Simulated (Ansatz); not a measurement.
## B4Si3 (model structure, started from the Al4C3 type, R-3m, No. 166, 7 atoms in the cell)

All values below come from PBE (plane waves, PAW; Ansatz, a program for electronic structure).

Numerical settings: plane-wave cutoff 520 eV, 18×18×18 k mesh, Fermi–Dirac smearing 0.05 eV, scalar-relativistic PAW data made under PBE.

Cell (relaxed at this level):

```xyz
7
Lattice="1.5016 0.8669 9.6566 -1.5016 0.8669 9.6566 0.0000 -1.7339 9.6566" Properties=species:S:1:pos:R:3 pbc="T T T"
B      0.0000     0.0000    24.5204
B      0.0000     0.0000     4.4493
B      0.0000     0.0000    20.5394
B      0.0000     0.0000     8.4303
Si     0.0000     0.0000    22.4969
Si     0.0000     0.0000     6.4727
Si     0.0000     0.0000     0.0000
```

- band gap = none
- bulk modulus = 129 GPa

Note: the bulk modulus is −V dP/dV from two relaxed cells at ±2 % in volume; the relaxation could raise the start's symmetry but not lower it, so the cell can be a saddle point.

The computed numbers hold no vibrational or temperature effects.

It cost around 12 core-minutes (rough) of CPU time.

A model structure was made by putting elements into a prototype or built by hand; it is no filed structure, need not be a known phase, and can be a saddle point held by its symmetry.
